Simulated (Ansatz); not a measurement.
For SiC (P6_3mc, relaxed from the 4H type) at 575 K, quasi-harmonic lattice dynamics with LDA density-functional theory in Ansatz (plane waves, PAW) gives a volume expansion coefficient α_V = 12.69 × 10⁻⁶ K⁻¹, an isothermal bulk modulus B_T = 221.2 GPa, a molar volume V_m = 12.353 cm³/mol and C_V = 41.07 J/(mol K). The cell was generated from a structure type, relaxed within its symmetry, and need not be the phase found at ambient conditions. Dynamical quadrupoles are not included in the interpolation of the phonons between the solved wave vectors.

Work out the Grüneisen parameter, C_P and the adiabatic bulk modulus.

γ = α_V B_T V_m / C_V = 0.84. C_P − C_V = α_V² B_T V_m T = 0.25 J/(mol K), so C_P = 41.32 J/(mol K). B_S = B_T C_P/C_V = B_T (1 + α_V γ T) = 222.5 GPa.

The PAW data sets were generated under PBE and serve the other functionals too.

Ansatz is a first-principles code.
